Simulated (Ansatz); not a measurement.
**A computed series for W2C: response to strain**

Start from W$_{2}$C (space group Pbcn, No. 60; a cell from a computed database, its experimental status unchecked).

```
W2C
1.0
    4.71013     0.00000     0.00000
    0.00000     6.04508     0.00000
    0.00000     0.00000     5.18352
W C
8 4
Cartesian
  1.15057   0.74538   0.41936
  3.55956   5.29970   4.76415
  1.20450   2.27716   3.01112
  3.50563   3.76792   2.17240
  3.50563   2.27716   4.76415
  1.20450   3.76792   0.41936
  3.55956   0.74538   2.17240
  1.15057   5.29970   3.01112
  2.35507   0.73548   3.88764
  2.35507   5.30960   1.29588
  0.00000   2.28706   1.29588
  0.00000   3.75802   3.88764
```

Cartesian axes are those of the cell as printed.

Strains are applied to the cell and any free atomic positions relax; under biaxial strain the out-of-plane vector relaxes too.

Calculations: PBEsol, PAW, 420 eV (Ansatz, a first-principles code; without spin-orbit coupling).

Notes on the quantities. pressure: mean of the normal stresses, compression positive.

| case | volume per atom | pressure |
|---|---|---|
| base | 12.30 Å³ | 0.0 GPa |
| biaxial strain −0.65 %, plane normal [001], relaxed out of plane | 12.21 Å³ | 2.8 GPa |
| isotropic strain +0.57 % | 12.51 Å³ | ___ |
| isotropic strain +0.92 % | 12.64 Å³ | -9.2 GPa |

**Question.** Complete the table.

**Answer.** 
- isotropic strain +0.57 %, pressure: -5.9 GPa

Without a gap, meshes like the base's 8×6×7 leave anisotropic stresses uncertain by several tenths of a GPa, and small strain energies with them. No phonon test of stability was made. The final runs are not spin-polarised.
